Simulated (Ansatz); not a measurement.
Amorphous cells of 8 compositions: the gap between the highest filled and lowest empty level at the zone centre, by PBE and by a single point of r2SCAN on the same geometry (PBE, scalar-relativistic without spin-orbit coupling (plane waves to 420 eV, PAW; Ansatz, an electronic-structure program); r2SCAN at 500 eV). The networks come from melt-quench runs on the CHGNet potential at compositions and starting densities chosen by hand, with anions pushed apart in the CHGNet dynamics, and DFT then relaxed them. The cells are small and were quenched far faster than real films, so single cells scatter. Defect or tail levels can set these gaps. The rows are the first to finish with both values and no moments.

```tsv
cell	PBE gap x (eV)	r2SCAN gap y (eV)
A (In9Ga9Zn9O37Ag2, 5.93 g/cm3)	0.36	0.77
B (In9Ga9Zn9O37Cu2, 5.94 g/cm3)	0.44	0.45
C (In9Ga9Zn9O37Na2, 5.73 g/cm3)	0.80	1.27
D (In9Ga9Zn9O37Sr, 5.87 g/cm3)	0.86	1.30
E (In9Ga9Zn9O37Li2, 5.79 g/cm3)	0.92	1.36
F (In9Ga9Zn9O37K2, 5.63 g/cm3)	0.96	1.41
G (Hf18O41Nb2, 8.49 g/cm3)	2.74	withheld
H (Hf18O41Ta2, 8.88 g/cm3)	3.56	3.96
```

Question: Fit a straight line through the 7 full rows and predict the withheld value for G (Hf18O41Nb2, 8.49 g/cm3).

Answer: Means: x = 1.129, y = 1.503. Slope = Σ(Δx Δy) / Σ(Δx²) = 7.439 / 7.229 = 1.03; the r.m.s. residual is 0.147. Prediction: 1.503 + 1.03 × (2.74 − 1.129) = 3.16. The run gave 3.11, 0.05 below the line.
